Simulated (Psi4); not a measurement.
Psi4 1.11, HF/def2-svp, scf_type pk: OC[SiH2][Si@H](O)/C=C/Cl, 17 atoms. The geometry is a generated start, not checked to be a minimum at this level.

```yaml
task: energy
method: scf
basis: def2-svp
memory: 7 GB
e_convergence: 1e-08
d_convergence: 1e-07
guess: auto, which took SAD (default)
diis_max_vecs: 10 (default)
scf_initial_accelerator: adiis (default)
basis_functions: 169
```

```xyz
17

O     -3.8819     0.7469    -0.4386
C     -2.6905     0.1919     0.1354
Si    -1.0746     0.5502    -0.7289
Si     0.6269    -0.4816     0.4838
O      0.7382     0.1703     2.0097
C      2.2257    -0.3268    -0.3957
C      3.4133    -0.6300     0.1354
Cl     4.8770    -0.4646    -0.7418
H     -3.9917     0.3650    -1.3275
H     -2.8453    -0.8902     0.2044
H     -2.6395     0.5703     1.1617
H     -0.8076     2.0146    -0.8050
H     -1.1159     0.0132    -2.1192
H      0.2979    -1.9191     0.6255
H      1.1259     1.0584     2.0781
H      2.1626     0.0314    -1.4183
H      3.5794    -1.0000     1.1411
```

The reference run uses exact four-centre integrals (scf_type = pk). Each setting ran once; only counts and results are compared.

Settings tried, all else as in the reference:
- scf_type = cd, cholesky_tolerance = 0.0001 (default)
- scf_type = cd, cholesky_tolerance = 1e-06
- scf_type = cd, cholesky_tolerance = 0.01
- scf_type = mem_df
- scf_type = dfdirj+snlink
- scf_type = cd, cholesky_tolerance = 0.001
- scf_type = dfdirj+cosx, cosx_radial_points_final = 75, cosx_spherical_points_final = 302
- scf_type = dfdirj+link
- scf_type = dfdirj+cosx, cosx_radial_points_final = 50, cosx_spherical_points_final = 194
- scf_type = dfdirj+cosx, cosx_radial_points_final = 25, cosx_spherical_points_final = 50
- scf_type = cd, cholesky_tolerance = 1e-05
- scf_type = dfdirj+cosx

Sort the settings: which keep to the reference within 0.10 meV/atom in energy, and which don't?

Within it: scf_type = cd, cholesky_tolerance = 1e-06; scf_type = dfdirj+cosx, cosx_radial_points_final = 75, cosx_spherical_points_final = 302; scf_type = dfdirj+cosx, cosx_radial_points_final = 50, cosx_spherical_points_final = 194; scf_type = cd, cholesky_tolerance = 1e-05. Outside: scf_type = dfdirj+link; scf_type = dfdirj+snlink; scf_type = mem_df; scf_type = cd, cholesky_tolerance = 0.0001 (default); scf_type = dfdirj+cosx; scf_type = cd, cholesky_tolerance = 0.001; scf_type = dfdirj+cosx, cosx_radial_points_final = 25, cosx_spherical_points_final = 50; scf_type = cd, cholesky_tolerance = 0.01.

```json
[
 {"setting": "scf_type = cd, cholesky_tolerance = 1e-06", "energy against the reference": "+0.010 meV/atom"},
 {"setting": "scf_type = dfdirj+cosx, cosx_radial_points_final = 75, cosx_spherical_points_final = 302", "energy against the reference": "−0.020 meV/atom"},
 {"setting": "scf_type = dfdirj+cosx, cosx_radial_points_final = 50, cosx_spherical_points_final = 194", "energy against the reference": "−0.024 meV/atom"},
 {"setting": "scf_type = cd, cholesky_tolerance = 1e-05", "energy against the reference": "−0.039 meV/atom"},
 {"setting": "scf_type = dfdirj+link", "energy against the reference": "−0.33 meV/atom"},
 {"setting": "scf_type = dfdirj+snlink", "energy against the reference": "−0.34 meV/atom"},
 {"setting": "scf_type = mem_df", "energy against the reference": "+0.35 meV/atom"},
 {"setting": "scf_type = cd, cholesky_tolerance = 0.0001 (default)", "energy against the reference": "−0.70 meV/atom"},
 {"setting": "scf_type = dfdirj+cosx", "energy against the reference": "−1.2 meV/atom"},
 {"setting": "scf_type = cd, cholesky_tolerance = 0.001", "energy against the reference": "+7.7 meV/atom"},
 {"setting": "scf_type = dfdirj+cosx, cosx_radial_points_final = 25, cosx_spherical_points_final = 50", "energy against the reference": "+30 meV/atom"},
 {"setting": "scf_type = cd, cholesky_tolerance = 0.01", "energy against the reference": "+220 meV/atom"}
]
```

Total energies are compared; such shifts often cancel in part in energy differences. The DFDIRJ builders fit J, which adds its shift to that of exchange. Psi4 runs the final COSX grid once, on the density of the start grid. Also tried and not ranked: scf_type = direct (same energy as a listed run). The tolerance is a choice made for this comparison.
